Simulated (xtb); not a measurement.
xtb 6.7.1, GFN2-xTB: Ga(H)(Et)(NH2) (C[CH2][GaH][NH2]), 12 atoms. The geometry is a generated start, not checked to be a minimum at this level.

```yaml
method: GFN2-xTB
"--acc": 1 (default)
"--etemp (K)": 300 (default)
detailed input (--input): "none: ANC optimiser, Lindh (1995) Hessian, microcycle=20, maxdispl=1.0, hlow=0.01 (default)"
basis_functions: 30
valence_electrons: 24
```

```xyz
12

Ga    -0.9342     0.8482     0.4556
H     -2.3829     1.4510     0.4821
C      0.0637     0.1727    -1.1960
C      0.6572    -1.2221    -0.9638
H      0.8752     0.8705    -1.4384
H     -0.6089     0.1569    -2.0615
H     -0.1321    -1.9590    -0.8110
H      1.2951    -1.2230    -0.0784
H      1.2593    -1.5365    -1.8171
N     -0.1911     0.8143     2.1144
H     -0.6484     1.1156     2.9675
H      0.7471     0.5115     2.3466
```

The structure is relaxed from this start with --opt LEVEL for the levels crude, sloppy, loose, lax, normal, tight, vtight, extreme, once each. Up to the end of the extreme run atoms move by at most 0.74 Å along an axis.

Task: Choose the cheapest level whose final energy lies within 20 meV of that of extreme.

Result: normal: 45 cycles against 60, ending 0.11 meV above.

```
level    cycles  energy above the extreme run (meV)  gradient norm (eV/Å)
-------  ------  ----------------------------------  --------------------
crude         1                                  26                 0.072
sloppy        1                                  26                 0.072
loose         1                                  26                 0.072
lax           1                                  26                 0.072
normal       45                                0.11                 0.040
tight        47                               0.063                 0.014
vtight       54                               0.011                0.0018
extreme      60                                   —                0.0011
```
